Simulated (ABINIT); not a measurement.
Worked example: self-consistent single point of Cu (Fm-3m, 1 atom in the cell) in ABINIT.

Level of theory: PBE, PAW (JTH v2.0 PBE PAW) (plane waves; ABINIT).

```
CELL_PARAMETERS angstrom
      0.00000     1.81042     1.81042
      1.81042     0.00000     1.81042
      1.81042     1.81042     0.00000
ATOMIC_POSITIONS crystal
  Cu 0.00000 0.00000 0.00000
```

Reference input (self-consistent single point, DFT, PBE, plane waves, PAW (JTH v2.0 PBE PAW)): pseudos = [Cu.GGA_PBE-JTH.xml]; ecut = 816 eV; pawecutdg = 1633 eV; pawxcdev = 0; ixc = 11; occopt = 7; tsmear = 0.1 eV; ngkpt = 8 8 8; nshiftk = 1; shiftk = 0 0 0; potentials = JTH v2.0 PBE PAW; nband = 15. This run's input differs from it in these lines:

```diff
@@ -18,6 +18,6 @@
 occopt 7
-tsmear 0.1 eV
+tsmear 0.02 eV
 nband 15
 kptopt 1
-ngkpt 8 8 8
+ngkpt 12 12 12
 nshiftk 1
```

Output, abridged:

```
--- !BeginCycle
solver: {iscf: 17, nstep: 80, nline: 4, wfoptalg: 10, }
tolerances: {tolvrs: 1.00E-12, }
...

     iter   Etot(hartree)      deltaE(h)  residm     nres2
 ETOT  1  -193.96583841849    -1.940E+02 6.439E+01 3.550E+01
 ETOT  2  -198.39117887399    -4.425E+00 2.850E-01 2.904E+02
 ETOT  3  -198.06205436601     3.291E-01 1.191E-01 5.077E+01
 ETOT  4  -197.97243593971     8.962E-02 3.678E-02 2.867E+00
 ETOT  5  -197.96694888552     5.487E-03 1.792E-02 1.170E+00
   [... 12 lines left out ...]
 ETOT 18  -197.96384025530     6.537E-13 1.053E-04 2.370E-10
 ETOT 19  -197.96384025529     3.126E-13 1.784E-04 3.470E-11
 ETOT 20  -197.96384025529     5.400E-13 7.819E-05 7.341E-12
 ETOT 21  -197.96384025530    -1.023E-12 1.295E-04 3.865E-14
 At SCF step   21       nres2   =  3.86E-14 < tolvrs=  1.00E-12 =>converged.

 Cartesian components of stress tensor (hartree/bohr^3)
  sigma(1 1)= -8.41757905E-06  sigma(3 2)=  0.00000000E+00
  sigma(2 2)= -8.41757905E-06  sigma(3 1)=  0.00000000E+00
  sigma(3 3)= -8.41757905E-06  sigma(2 1)=  0.00000000E+00

 ----iterations are completed or convergence reached----

 reduced coordinates (array xred) for    1 atoms
       0.000000000000      0.000000000000      0.000000000000
 cartesian forces (eV/Angstrom) at end:
    1     -0.00000000000000    -0.00000000000000    -0.00000000000000
 frms,max,avg= 0.0000000E+00 0.0000000E+00   0.000E+00  0.000E+00  0.000E+00 e/A
 length scales=  4.838291207100  4.838291207100  4.838291207100 bohr
              =  2.560313435319  2.560313435319  2.560313435319 angstroms
   [... lines left out ...]
 Fermi (or HOMO) energy (eV) =   6.95971   Average Vxc (eV)= -11.98405
   [... lines left out ...]
'-kT*entropy'       : -5.47426861922272E-06
total_energy        : -1.97963840169999E+02
total_energy_eV     : -5.38687004526554E+03
...

-Cartesian components of stress tensor (GPa)         [Pressure=  2.4765E-01 GPa]
- sigma(1 1)= -2.47653684E-01  sigma(3 2)=  0.00000000E+00
- sigma(2 2)= -2.47653684E-01  sigma(3 1)=  0.00000000E+00
- sigma(3 3)= -2.47653684E-01  sigma(2 1)=  0.00000000E+00

 Calculation completed.
```

The run converged in 21 iterations. Against the reference run the free energy drops by 27.1 meV/atom and the pressure goes from 1.23 to 0.25 GPa.

The starting cell has typed, rounded lattice constants, without a prior relaxation at this level. Its lattice was rescaled by up to half a per cent. Spin polarisation is off.

Cost on one core of a shared machine: roughly 40 s.
